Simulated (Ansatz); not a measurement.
A computed series for HgSe: response to strain and stress

Base system: HgSe in the zinc blende structure (space group F-43m, No. 216; a = 6.1332 Å). Axes: x, y, z lie along the cube axes.

Strains are applied to the cell and any free atomic positions relax; under stress the whole cell relaxes.

Level of theory: Ansatz (a quantum-chemistry and plane-wave program), PBEsol, PAW, cutoff 420 eV, scalar-relativistic without spin-orbit coupling, earlier PAW set.

Candidates:
(a) uniaxial stress, 1 GPa tension along x
(b) uniaxial strain ε_zz = +0.62 %
(c) uniaxial stress, 3 GPa tension along z
(d) strain tensor (xx, yy, zz, yz, xz, xy) = (+0.20, +0.06, +0.05, −0.98, −0.75, −2.05) %

Notes on the quantities. energy relative to the base: free energy F.

Q: Order them by energy relative to the base, highest first.

A: (c) uniaxial stress, 3 GPa tension along z (+25 meV/atom), (d) strain tensor (xx, yy, zz, yz, xz, xy) = (+0.20, +0.06, +0.05, −0.98, −0.75, −2.05) % (+4.6 meV/atom), (a) uniaxial stress, 1 GPa tension along x (+3.5 meV/atom), (b) uniaxial strain ε_zz = +0.62 % (+0.2 meV/atom)

A case with no gap was solved on a k-mesh chosen for an insulator, which is coarse for it. Stability under load was not tested beyond the relaxation. The final runs are not spin-polarised.
